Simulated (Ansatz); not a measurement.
Structures of equal composition on the (100) surface of rock-salt TiN: Al on all Ti sites of the second plane; Al on all Ti sites of the top plane. The slabs share one bottom face, and each structure is named by its start. These are constructed structures in small cells; real faces may alloy, dewet or reconstruct in larger ones, and not all known structures of the face are among them. Slabs of about 10 Å, Fermi-Dirac smearing of 0.1 eV. Bottom of the slabs: a bare face, its two planes held. Relaxed from the named starts with such symmetry as they have, on meshes of like density; energies extrapolated to zero smearing; spin only where a row says so; no spin-orbit coupling, no U. Brackets mark spin-polarised runs, whose order is one that fits the cell.

These are r2SCAN, at the PBE geometry (plane waves to 500 eV, PAW; Ansatz, a first-principles code) values and carry that method's errors.

### Question
Order them by energy per 1x1 cell (lowest first) at the level r2SCAN, at the PBE geometry.

### Answer
Al on all Ti sites of the top plane (0.000 eV), Al on all Ti sites of the second plane (0.256 eV)
